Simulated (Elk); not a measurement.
Elk run on Be (P6_3/mmc, 2 atoms in the cell): self-consistent single point.

Level of theory: PBE, all-electron FP-LAPW, Elk's shipped species files, LAPW+lo basis run with Elk 10.2.4.

The change in words: lattice scaled by 0.98. Reference geometry:
```xyz
2
Lattice="2.2390 0.0000 0.0000 -1.1195 1.9390 0.0000 0.0000 0.0000 3.5334" Properties=species:S:1:pos:R:3 pbc="T T T"
Be     0.0000     1.2927     2.6500
Be     1.1195     0.6463     0.8833
```

Reference input (self-consistent single point, DFT, PBE, all-electron FP-LAPW, Elk's shipped species files, LAPW+lo basis): xctype = 20; rgkmax = 8; swidth = 0.00183747 Ha; ngridk = 13 13 8; gmaxvr = 16 1/bohr; nxoapwlo = 1; maxscl = 100. This run's input differs from it in these lines:

```diff
@@ -25,5 +25,5 @@
 avec
-    2.2389620173   -0.0000000040    0.0000000000
-   -1.1194810052    1.9389979871    0.0000000000
-    0.0000000000    0.0000000000    3.5333550000
+    2.1941828738   -0.0000002207    0.0000000000
+   -1.0970912458    1.9002182196    0.0000000000
+    0.0000000000    0.0000000000    3.4626880000
```

Output (repeated stretches shortened):

```
│ Self-consistent loop started │
│ Loop number : 1 │
 total energy                :     -29.8251153316
│ Loop number : 2 │
 total energy                :     -29.8228299136
RMS change in Kohn-Sham potential (target) :    12.07336797     (  0.1000000000E-05)
Absolute change in total energy (target)   :   0.2285417996E-02 (  0.1000000000E-03)
│ Loop number : 3 │
 total energy                :     -29.6968035867
RMS change in Kohn-Sham potential (target) :    6.102076349     (  0.1000000000E-05)
Absolute change in total energy (target)   :   0.1265976815     (  0.1000000000E-03)
│ Loop number : 4 │
   [... lines left out ...]
Absolute change in total energy (target)   :   0.1085352675E-03 (  0.1000000000E-03)
│ Loop number : 12 │
 total energy                :     -29.5572507233
RMS change in Kohn-Sham potential (target) :   0.3772016491E-05 (  0.1000000000E-05)
Absolute change in total energy (target)   :   0.2732212684E-04 (  0.1000000000E-03)
│ Loop number : 13 │
 total energy                :     -29.5572507541
RMS change in Kohn-Sham potential (target) :   0.3307401476E-06 (  0.1000000000E-05)
Absolute change in total energy (target)   :   0.6799680374E-05 (  0.1000000000E-03)
Convergence targets achieved

│ Loop number : 14 │

Energies :
 Fermi                       :     0.295624145335
 total energy                :     -29.5572507613

Density of states at Fermi energy :    1.930717525
 (states/Hartree/unit cell)

Estimated indirect band gap :   0.9126489936E-02
 from k-point     15 to k-point     16
Estimated direct band gap   :   0.4762189345E-01
 at k-point     84

Charges :
 core                        :    4.000000000
 valence                     :    4.000000000
 interstitial                :    2.029137863
 muffin-tins (core leakage)
  species :    1 (Be)
   atom    1                 :    2.985431068     (  0.1195914951E-02)
   atom    2                 :    2.985431068     (  0.1195914951E-02)
 total in muffin-tins        :    5.970862137
 total calculated charge     :    7.997152798
 total charge                :    8.000000000
 error                       :   0.2847201757E-02

│ Self-consistent loop stopped │
```

The run converged in 14 iterations. The count includes the last loop, which Elk runs after its targets are met. Against the reference run the free energy goes up by 24.7 meV/atom.

The starting cell comes from a database of computed structures (which also holds hypothetical and non-ambient phases and stackings), without a prior relaxation at this level. Its lattice was rescaled by a random factor within 2.5 % of one. For this run, on top of that: lattice scaled by 0.98. Values depend on the basis (sphere radii, cutoffs, local orbitals), which need not be converged. The log's line on a gap gives a spacing of levels on this mesh, which the program prints for metals too.
